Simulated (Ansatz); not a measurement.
Crystal: TiO2 (P4_2/mnm, rutile, 6 atoms a cell, 10.4 Å³ an atom); planes in its conventional cell.

The numbers are results of r2SCAN (plane waves, PAW; Ansatz, an electronic-structure program), not measurements.

The gap is the functional's own, uncorrected, and κ follows it; spin-orbit coupling is left out. Mid-gap values are interpolated between the computed energies.

```json
[
 {"plane": "(100)", "area of the cell (Å²)": "13.6", "mid-gap κ (1/Å)": "0.32", "largest κ in the gap (1/Å)": "0.33"},
 {"plane": "(110)", "area of the cell (Å²)": "19.3", "mid-gap κ (1/Å)": "[?]", "largest κ in the gap (1/Å)": "[?]"},
 {"plane": "(001)", "area of the cell (Å²)": "21.2", "mid-gap κ (1/Å)": "[?]", "largest κ in the gap (1/Å)": "[?]"},
 {"plane": "(111)", "area of the cell (Å²)": "28.6", "mid-gap κ (1/Å)": "[?]", "largest κ in the gap (1/Å)": "[?]"}
]
```

The slowest decay depends on the direction. Supply the withheld values.


- (110), mid-gap κ (1/Å): 0.24
- (110), largest κ in the gap (1/Å): 0.24
- (001), mid-gap κ (1/Å): 0.28
- (001), largest κ in the gap (1/Å): 0.29
- (111), mid-gap κ (1/Å): 0.30
- (111), largest κ in the gap (1/Å): 0.30
